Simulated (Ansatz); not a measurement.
Structures of equal composition on the (111)A surface of zinc-blende InAs (In plane on top): 2x2 As adatom at H3; 2x2 As adatom at T1; 2x2 As adatom at T4. The slabs share one bottom face, and each structure is named by its start. These are constructed structures in small cells; real faces may alloy, dewet or reconstruct in larger ones, and not all known structures of the face are among them. Slabs of about 15 Å with all that they carry, Fermi-Dirac smearing of 0.025 eV. Bottom of the slabs: H caps. Relaxed from the named starts with such symmetry as they have, on meshes of like density; energies extrapolated to zero smearing; no spin-orbit coupling, no U. Spin-polarised runs, if any, are marked in brackets, and their order is one that fits the cell; the others ran without spin. Where a second, spin-polarised start was run, the lower counts.

Host crystal: zinc-blende InAs, a metal or without a clear band gap (PBE, scalar-relativistic without spin-orbit coupling).

Calculation: PBE (plane waves to 420 eV, PAW; Ansatz, a quantum-chemistry and plane-wave program).

Problem. Order them by energy per 1x1 cell (lowest first) at the level PBE.

Solution. 2x2 As adatom at H3 (0.000 eV, no gap over 0.04 eV on the mesh), 2x2 As adatom at T4 (0.111 eV, gap 0.28 eV on the mesh), 2x2 As adatom at T1 (0.503 eV, no gap over 0.04 eV on the mesh)
